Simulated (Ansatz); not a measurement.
SiCO4 (model structure, I-4, No. 82, 6 atoms in the cell), treated with PBEsol (Ansatz, an electronic-structure program, PAW).

Input file:

Ansatz 0.2 input:
```yaml
crystal:
  lattice:
    - [-2.1894440858, 2.1894440858, 3.2742069727]
    - [2.1894440858, -2.1894440858, 3.2742069727]
    - [2.1894440858, 2.1894440858, -3.2742069727]
  atoms:
    - { symbol: Si, position: [0.0, 0.0, 0.0] }
    - { symbol: C, position: [0.75, 0.25, 0.5] }
    - { symbol: O, position: [0.4135388019, 0.2767029139, 0.4270401097] }
    - { symbol: O, position: [0.8496628042, 0.9864986922, 0.5729598903] }
    - { symbol: O, position: [0.7232970861, 0.1503371958, 0.136835888] }
    - { symbol: O, position: [0.0135013078, 0.5864611981, 0.863164112] }
basis:
  ecutwfc: 520
  ecutrho_ratio: 4
  xc_grid: 2
kpoints:
  mp_grid: { grid: [12, 12, 12] }
  band_path:
    path:
      - [0.0, 0.0, 0.0]
      - [0.0, 0.0, 0.05]
      - [0.0, 0.0, 0.1]
      - [0.0, 0.0, 0.15]
      - [0.0, 0.0, 0.2]
      - [0.0, 0.0, 0.25]
      - [0.0, 0.0, 0.3]
      - [0.0, 0.0, 0.35]
      - [0.0, 0.0, 0.4]
      - [0.0, 0.0, 0.45]
      - [0.0, 0.0, 0.5]
      - [0.0625, 0.0625, 0.4375]
      - [0.125, 0.125, 0.375]
      - [0.1875, 0.1875, 0.3125]
      - [0.25, 0.25, 0.25]
      - [0.208333, 0.291667, 0.208333]
      - [0.166667, 0.333333, 0.166667]
      - [0.125, 0.375, 0.125]
      - [0.083333, 0.416667, 0.083333]
      - [0.041667, 0.458333, 0.041667]
      - [0.0, 0.5, 0.0]
      - [0.0, 0.4375, 0.0]
      - [0.0, 0.375, 0.0]
      - [0.0, 0.3125, 0.0]
      - [0.0, 0.25, 0.0]
      - [0.0, 0.1875, 0.0]
      - [0.0, 0.125, 0.0]
      - [0.0, 0.0625, 0.0]
      - [0.055556, 0.055556, -0.055556]
      - [0.111111, 0.111111, -0.111111]
      - [0.166667, 0.166667, -0.166667]
      - [0.222222, 0.222222, -0.222222]
      - [0.277778, 0.277778, -0.277778]
      - [0.333333, 0.333333, -0.333333]
      - [0.388889, 0.388889, -0.388889]
      - [0.444444, 0.444444, -0.444444]
      - [0.5, 0.5, -0.5]
      - [0.453929, 0.546071, -0.453929]
      - [0.407859, 0.592141, -0.407859]
      - [0.361788, 0.638212, -0.361788]
      - [-0.361788, 0.361788, 0.361788]
      - [-0.325609, 0.325609, 0.325609]
      - [-0.28943, 0.28943, 0.28943]
      - [-0.253252, 0.253252, 0.253252]
      - [-0.217073, 0.217073, 0.217073]
      - [-0.180894, 0.180894, 0.180894]
      - [-0.144715, 0.144715, 0.144715]
      - [-0.108536, 0.108536, 0.108536]
      - [-0.072358, 0.072358, 0.072358]
      - [-0.036179, 0.036179, 0.036179]
      - [-0.055894, 0.055894, 0.5]
      - [-0.111788, 0.111788, 0.5]
      - [-0.167682, 0.167682, 0.5]
      - [-0.223576, 0.223576, 0.5]
      - [0.5, 0.5, -0.223576]
      - [0.5, 0.5, -0.278861]
      - [0.5, 0.5, -0.334146]
      - [0.5, 0.5, -0.38943]
      - [0.5, 0.5, -0.444715]
    npoints: 1
hamiltonian:
  xc: pbesol
  dispersion: none
  pseudopotentials: { kind: paw }
scf:
  occupations: { method: fermi_dirac, width: 0.01 }
  convergence: { dr2_threshold: 0.0000000006 }
output:
  forces: true
  stress: true
  eigenvalues: true
  write_bands: true
```

From the output:

```
Crystal: 6 atoms, lattice volume = 62.782 Å³
Basis set: ecut = 520 eV, 1721 PW (Γ), exchange–correlation on 72×72×72 points (8 copies of the dense FFT grid, shifted against one another)
Bands: 22, of which v1, the nominal top of the filled ones, is band 16 counted from 1 (15 counted from 0)
Symmetry: 4 space group operations
Space group: I-4 (ITA 82), of the structure as read, at distance tolerance 4.0e-5 Å
k-points: 242 of 1728 (time reversal used)
Functional: x = pbesol(κ = 0.804, μ = 0.12345679012345678), c = pbesol(β = 0.046)
SCF iter   1: F=—  HF=-3112.831288 eV  |F-HF|=—  |Δ(HF+E_count)|=         —  Δρ=1.01e-2  dr2=4.55e-2
SCF iter   2: F=—  HF=-3112.819317 eV  |F-HF|=—  |Δ(HF+E_count)|=   1.20e-2  Δρ=3.12e-3  dr2=3.13e-3
  ...
SCF iter   7: F=—  HF=-3112.818878 eV  |F-HF|=—  |Δ(HF+E_count)|=   1.79e-7  Δρ=3.45e-6  dr2=3.03e-9
SCF iter   8: F=-3112.818878 eV  HF=-3112.818878 eV  |F-HF|=2.86e-11  |Δ(HF+E_count)|=   1.08e-8  Δρ=3.72e-7  dr2=1.10e-10
SCF 1 converged in 8 iterations: F = -3112.818878 eV  dr2 = 1.10e-10
SCF converged after 8 iterations
Free energy (F): -3112.818878 eV
Internal energy: -3112.818878 eV  (E = F + TS)
E sigma→0 (E₀):  -3112.818878 eV
Fermi energy:    6.487170 eV
--- Forces (eV/Å), atoms counted from 1 ---
  atom   1  Si    -0.00000000    -0.00000000    -0.00000000
  atom   2  C     -0.00000000     0.00000000     0.00000000
  atom   3  O     -0.00001730    -0.00010565     0.00035909
  atom   4  O      0.00001730     0.00010565     0.00035909
  atom   5  O     -0.00010565     0.00001730    -0.00035909
  atom   6  O      0.00010565    -0.00001730    -0.00035909
--- Stress (GPa, compression-positive) ---
        0.001764      -0.000004       0.000000
        0.000004       0.001764       0.000000
        0.000000       0.000000       0.004623
  P = ⅓ Tr σ = 0.0027 GPa (0.027 kbar)
```

The PAW data were made under PBE.

Note: the relaxation could raise the start's symmetry but not lower it, so the cell can be a saddle point.

A model structure was made by putting elements into a prototype or built by hand; it is no filed structure, need not be a known phase, and can be a saddle point held by its symmetry.
